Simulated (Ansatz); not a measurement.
The reference is TiC in the rock salt structure (space group Fm-3m, No. 225; relaxed with 0.1 eV smearing).

```
TiC
1.0
    0.00000     2.16425     2.16425
    2.16425     0.00000     2.16425
    2.16425     2.16425     0.00000
C Ti
1 1
Direct
  0.00000   0.00000   0.00000
  0.50000   0.50000   0.50000
```

Cartesian axes are those of the cell as printed.

Calculations: r2SCAN (Ansatz, a quantum-chemistry and plane-wave program, PAW, without spin-orbit coupling), earlier PAW set.

For the base:

| Quantity | Value |
|---|---|
| Pressure | 0.0 GPa |

It is then changed as follows: tensor shear ε_xy = −0.49 % (engineering shear γ = -0.0098), atoms relaxed at fixed cell.

Task: What happens to the energy relative to the base and pressure?

Result: The energy goes up by 0.6 meV/atom; the pressure (mean of the normal stresses, compression positive) stays 0.0 GPa.

The cells carry an imposed strain or load. Stability against distortions was not tested. All final runs are without spin polarisation.
